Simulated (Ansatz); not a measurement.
## CsCl-type KI (model structure)

Method: r²SCAN (Ansatz, a first-principles code, plane waves, PAW).

Settings: plane-wave cutoff 500 eV, 8×8×8 k mesh, gaussian smearing 0.02 eV, scalar-relativistic PAW data made under PBE.

Cell (relaxed at this level):

```
CELL_PARAMETERS angstrom
      4.29207     0.00000     0.00000
      0.00000     4.29207     0.00000
      0.00000     0.00000     4.29207
ATOMIC_POSITIONS crystal
  K  0.00000 0.00000 0.00000
  I  0.50000 0.50000 0.50000
```

```json
{
 "band_gap": "4.04 eV (on the SCF k mesh)"
}
```

Note: the relaxation could raise the start's symmetry but not lower it, so the cell can be a saddle point.

Spin–orbit coupling is not included; with these elements it can move the gap by several tenths of an eV or more.

Computed values are for the static lattice.

It cost very roughly 16 core-seconds of CPU time.

A model structure was made by putting elements into a prototype or built by hand; it is no filed structure, need not be a known phase, and can be a saddle point held by its symmetry.
